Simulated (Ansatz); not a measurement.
Take TlBr in the zinc blende structure (space group F-43m, No. 216; a = 7.5038 Å; a hypothetical phase, not in the database extracts checked) as the base.

Method: PBE (Ansatz, a first-principles code), spin-orbit coupling left out, earlier PAW set.

One change was made to it. Results:

The band gap shrinks by 2.133 eV (2.96 eV → 0.82 eV); the volume per atom decreases by 24.77 Å³ (52.81 Å³ → 28.04 Å³).

### Question
Name the change that was made.
A) Tl → B
B) Tl → Bi
C) Tl → Ti

### Answer
A, Tl → B. For comparison, the band gap in the other runs: Tl → Ti gives zero; Tl → Bi gives zero.

The magnetic state is the one reached from the starting moments; the real material's order can differ, and small cells can't hold many antiferromagnetic ones. Spin-orbit coupling, missing from the scalar runs, can matter with Bi and Tl. No phonon test of stability was made. As relaxed here, BBr, TiBr and BiBr are hypothetical phases, not in the database extracts checked. No Hubbard U is applied, and correlation can decide whether such a compound is a metal. Spin-polarised in the final run: TiBr; the other runs are not.
